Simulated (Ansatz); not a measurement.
The starting structures come from a database of crystals and need not be the phases stable at ambient conditions.

Data:

```yaml
crystal:
  lattice:
    - [6.12620, 0.00000, 0.00000]
    - [2.26112, 7.48972, 0.00000]
    - [-1.93254, 3.74486, 2.43302]
  atoms:
    - { symbol: Ca, position: [0.00000, 0.00000, 0.00000] }
    - { symbol: Zn, position: [0.00000, 0.50000, 0.00000] }
    - { symbol: C, position: [0.51492, 0.75746, 0.00000] }
    - { symbol: C, position: [0.48508, 0.24254, 0.00000] }
    - { symbol: O, position: [0.76235, 0.50526, 0.22118] }
    - { symbol: O, position: [0.23765, 0.49474, 0.77882] }
    - { symbol: O, position: [0.54117, 0.72644, 0.30947] }
    - { symbol: O, position: [0.45883, 0.27356, 0.69053] }
    - { symbol: O, position: [0.23170, 0.03591, 0.46935] }
    - { symbol: O, position: [0.76830, 0.96409, 0.53065] }
```

Space group of this cell: R-3. The cell is taken as given; by r2SCAN its mean pressure is -5.6 GPa.

Transport runs along the normal of the first two printed cell vectors, the (110) plane of the conventional cell.

The gap is the functional's own, uncorrected, and κ follows it; spin-orbit coupling is left out. Mid-gap values are interpolated between the computed energies.

Question: Give the band gap and the smallest decay constant κ at mid-gap that r2SCAN run with Ansatz (an electronic-structure program) yields.

Answer: Gap 4.63 eV on a 12×12×12 mesh; κ = 0.450 1/Å, at the zone centre.
